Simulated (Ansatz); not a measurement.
We consider SiB₃ (Imma, No. 74, 32 atoms in the cell; start mp-569128), described by PBEsol (PAW; Ansatz, an electronic-structure program).

Settings: plane-wave cutoff 520 eV, 8×8×8 k mesh, Fermi–Dirac smearing 0.01 eV, scalar-relativistic PAW data made under PBE.

Cell (relaxed with PBEsol):

```cif
data_B48Si16
_chemical_formula_sum 'Si16 B48'
_space_group_name_H-M_alt 'Imma'
_space_group_IT_number 74
_space_group_name_Hall '-I 2b 2'
_cell_length_a 8.31598
_cell_length_b 12.53445
_cell_length_c 6.19944
_cell_angle_alpha 90.000
_cell_angle_beta 90.000
_cell_angle_gamma 90.000
loop_
_space_group_symop_operation_xyz
  'x, y, z'
  '-x, -y, -z'
  '-x, -y+1/2, z'
  'x, y+1/2, -z'
  'x, -y, -z'
  '-x, y, z'
  '-x, y+1/2, -z'
  'x, -y+1/2, z'
  'x+1/2, y+1/2, z+1/2'
  '-x+1/2, -y+1/2, -z+1/2'
  '-x+1/2, -y, z+1/2'
  'x+1/2, y, -z+1/2'
  'x+1/2, -y+1/2, -z+1/2'
  '-x+1/2, y+1/2, z+1/2'
  '-x+1/2, y, -z+1/2'
  'x+1/2, -y, z+1/2'
loop_
_atom_site_label
_atom_site_type_symbol
_atom_site_symmetry_multiplicity
_atom_site_Wyckoff_symbol
_atom_site_fract_x
_atom_site_fract_y
_atom_site_fract_z
_atom_site_occupancy
Si1 Si 8 i 0.26813 0.25000 0.06333 1
Si2 Si 8 h 0.00000 0.65415 0.00222 1
B1 B 8 h 0.00000 0.07406 0.72339 1
B2 B 16 j 0.38902 0.11254 0.00244 1
B3 B 16 j 0.17551 0.00148 0.65440 1
B4 B 8 h 0.00000 0.06920 0.27208 1
```
(The calculation used a cell of 32 atoms; values per cell refer to that cell.)

Q: Give the computed band gap, smallest direct gap on the k points sampled and direct gap at Γ.

A: 
* **band gap**: 1.35 eV (indirect)
* **smallest direct gap on the k points sampled**: 1.39 eV
* **direct gap at Γ**: 1.53 eV

A start named mp-… is a Materials Project structure, which need not be a measured phase.
